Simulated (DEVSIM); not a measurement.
System: abrupt CdTe n-p junction, at 300 K.

Layer 1 from the left is CdTe, thickness (μm) 5.20, Nd (cm⁻³) 3.2e16, τn (s) 4.1e-10, τp (s) 4.1e-10. Layer 2 from the left is CdTe, thickness (μm) 36.0, Na (cm⁻³) 2.2e15, τn (s) 4.1e-10, τp (s) 4.1e-10.

Left contact: ohmic. Right contact: ohmic. Voltage is applied to the left contact. Recombination: SRH at mid-gap. Mobility is μmin + (μ − μmin)/(1 + (N/Nref)^α).

The device is made up for the run: typed textbook-type constants, with dimensions and the other settings drawn at random. Values at 300 K.

CdTe: gap (eV) 1.5, affinity (eV) 4.28, permittivity 10.2, Nc (cm⁻³) 8e17, Nv (cm⁻³) 1.8e19, μn (cm²/Vs) 1000, μp (cm²/Vs) 80, μn,min 100, μp,min 10, Nref,n 1e17, Nref,p 1e17, αn 0.6, αp 0.6.

Question: Estimate by hand the built-in potential, the peak field at zero bias, the capacitance at 6 V, and compare with a numerical solution.

Answer: 
- Built-in potential: ni = √(Nc Nv) exp(−Eg/2kT) = 954000 cm⁻³ with Eg = 1.500 eV; Vbi = kT/q ln(Na Nd/ni²) = 1.184 V; numerical 1.184 V.
- Peak field at zero bias: depletion approximation: W = √(2εVbi/(qN)) = 0.805 μm with N = 2.06e15 cm⁻³; field = 2Vbi/W = 29400 V/cm; numerical 28900 V/cm (estimate above by 1.9 %).
- Capacitance at 6 V: C = √(qεN / 2(Vbi + |V|)) = 4.55 nF/cm²; numerical 4.57 nF/cm².

Simulated with DEVSIM: 1D drift-diffusion, Boltzmann statistics, complete ionisation; no tunnelling, impact ionisation, image-force lowering or self-heating.
